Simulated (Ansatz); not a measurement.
Input and output of a self-consistent single point for CaPd (P4mm, 2 atoms in the cell) (Ansatz, an electronic-structure program).

Method: LDA (PW92), default PAW files made with PBE (plane waves; Ansatz).

The change in words: lattice scaled by 0.98; basis.ecutwfc: 420 eV → 295 eV. Reference geometry:
```yaml
crystal:
  lattice:
    - [3.51621, 0.00000, 0.00000]
    - [0.00000, 3.51621, 0.00000]
    - [0.00000, 0.00000, 3.51621]
  atoms:
    - { symbol: Ca, position: [0.00000, 0.00000, 0.01422] }
    - { symbol: Pd, position: [0.50000, 0.50000, 0.50000] }
```

Reference input (self-consistent single point, DFT, LDA (PW92), plane waves, default PAW files made with PBE): basis.ecutwfc = 420 eV; kpoints.mp_grid.grid = 9 9 9; hamiltonian.xc = lda; hamiltonian.pseudopotentials = {kind: paw} (the program's default PAW files); scf.occupations.method = fermi_dirac; scf.occupations.width = 0.1 eV. This run's input differs from it in these lines:

Ansatz 0.2 input:
```diff
@@ -2,5 +2,5 @@
   lattice:
-    - [3.51620700, 0.00000000, 0.00000000]
-    - [0.00000000, 3.51620700, 0.00000000]
-    - [0.00000000, 0.00000000, 3.51620700]
+    - [3.44588300, 0.00000000, 0.00000000]
+    - [0.00000000, 3.44588300, 0.00000000]
+    - [0.00000000, 0.00000000, 3.44588300]
   atoms:
@@ -9,3 +9,3 @@
 basis:
-  ecutwfc: 420.0
+  ecutwfc: 295.0
 kpoints:
```

Output, abridged:

```
SCF iter   1: F=—  HF=-8618.242240 eV  |F-HF|=—  |Δ(HF+E_count)|=         —  Δρ=1.75e-2  dr2=1.18e-1  ethr=1.77e-3  ⟨swp⟩=6.2  Hψ=7069  notcnv=0
all-band conjugate gradients solve this SCF's bands
preconditioner: auto → none
SCF iter   2: F=—  HF=-8618.217298 eV  |F-HF|=—  |Δ(HF+E_count)|=   2.49e-2  Δρ=8.52e-3  dr2=3.49e-2  ethr=4.22e-4  ⟨swp⟩=1.4  Hψ=1987  notcnv=0
SCF iter   3: F=—  HF=-8618.211528 eV  |F-HF|=—  |Δ(HF+E_count)|=   5.77e-3  Δρ=1.90e-3  dr2=1.72e-3  ethr=1.25e-4  ⟨swp⟩=2.0  Hψ=1755  notcnv=0
SCF iter   4: F=—  HF=-8618.211216 eV  |F-HF|=—  |Δ(HF+E_count)|=   3.12e-4  Δρ=3.61e-4  dr2=1.68e-5  ethr=6.14e-6  ⟨swp⟩=2.3  Hψ=1892  notcnv=0
SCF iter   5: F=—  HF=-8618.211216 eV  |F-HF|=—  |Δ(HF+E_count)|=   4.07e-7  Δρ=9.54e-5  dr2=1.61e-6  ethr=5.99e-8  ⟨swp⟩=2.0  Hψ=2032  notcnv=0
SCF iter   6: F=—  HF=-8618.211216 eV  |F-HF|=—  |Δ(HF+E_count)|=   4.06e-7  Δρ=2.30e-5  dr2=2.90e-7  ethr=5.75e-9  ⟨swp⟩=2.0  Hψ=1804  notcnv=0
SCF iter   7: F=-8618.211216 eV  HF=-8618.211216 eV  |F-HF|=2.95e-10  |Δ(HF+E_count)|=   7.59e-8  Δρ=2.41e-6  dr2=1.15e-9  ethr=3.57e-10  ⟨swp⟩=4.0  Hψ=4235  notcnv=0
SCF 1 converged in 7 iterations: F = -8618.211216 eV  dr2 = 1.15e-9
Free energy (F): -8618.211216 eV
Internal energy: -8618.183997 eV  (E = F + TS)
E sigma→0 (E₀):  -8618.197606 eV
Entropy (-TS):   -0.027219 eV (-13.610 meV/atom)
Fermi energy:    12.231522 eV
--- Forces (eV/Å), atoms counted from 1 ---
  atom   1  Ca     0.00000000     0.00000000    -0.12493736
  atom   2  Pd     0.00000000     0.00000000     0.12500518
--- Stress (GPa, compression-positive) ---
       -1.955026       0.000000       0.000000
        0.000000      -1.955026       0.000000
       -0.000000       0.000000      -1.993222
  P = ⅓ Tr σ = -1.9678 GPa (-19.678 kbar)
  The stress holds the Pulay correction. Without it, at fixed plane waves, as pw.x and ABINIT print it: P = -13.2619 GPa
```

The run converged in 7 iterations. Against the reference run the free energy rises by 125 meV/atom, the pressure goes from -5.41 to -1.97 GPa and the largest force goes from 0.104 to 0.125 eV/Å.

The starting cell comes from a database of computed structures (which also holds hypothetical and non-ambient phases and stackings), without a prior relaxation at this level. Its lattice was rescaled by up to half a per cent. One atom was moved a little off its site on purpose. For this run, on top of that: lattice scaled by 0.98. Spin polarisation is off. Ansatz's pressure includes its estimate of the finite-basis (Pulay) stress. Without the estimate this run gives -13.26 GPa. The cutoff lies below the one recommended for these files.
